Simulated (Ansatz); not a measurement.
Here is the system:

```
Si
1.0
    0.00000     2.72773     2.70179
    2.72773     0.00000     2.70179
    2.72773     2.72773     0.00000
Si
2
Direct
  0.25000   0.25000   0.25000
  0.00000   0.00000   0.00000
```

Level of theory: r2SCAN with spin-orbit coupling, rigid bands (plane waves, PAW; Ansatz, a program for electronic structure). Condition of this run: uniaxial stress zz = 1 GPa (compression positive) (the target of the relaxation). Geometry: cell and atoms relaxed with r2SCAN, then loaded as said.

Predict the hole conductivity mass (n e² τ/σ) at 300 K, by direction if it differs.

0.35 mₑ.

What conductivity effective mass do dilute electrons have at 300 K?

0.21 (x), 0.21 (y), 0.78 (z) mₑ.

And the band gap?

0.65 eV at this level; semilocal functionals usually fall short of the measured gap.

Rigid bands, one relaxation time for all states, no polarons.
